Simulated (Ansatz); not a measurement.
# Effect of isotropic strain +2.00 % on Pd

The parent structure is Pd in the fcc (Cu type) structure (space group Fm-3m, No. 225; a = 3.910 Å; relaxed with 0.1 eV smearing).

One thing is altered: an isotropic linear strain of +2.00 %, atoms relaxed at fixed cell.

Level of theory: r2SCAN (Ansatz, an electronic-structure program; PAW; 500 eV plane waves; without spin-orbit coupling). Γ-centred 29×29×29 mesh, Fermi–Dirac width 0.1 eV.

| quantity | base | changed | shift |
|---|---|---|---|
| volume per atom | 14.95 Å³ | 15.86 Å³ | +0.91 Å³ |
| shortest interatomic distance | 5.225 bohr | 5.330 bohr | +0.105 bohr |
| energy relative to the base (free energy F) | 0 meV/atom | +28 meV/atom | +28 meV/atom |
| pressure | 0.0 GPa | -9.2 GPa | -9.2 GPa |
| band gap | zero | zero | – |

Stability against distortions was not tested. All final runs are without spin polarisation. Pd lies near a magnetic instability that expansion can trigger; it was not tested. Pd has a high density of states at the Fermi level and may be magnetic at this level.
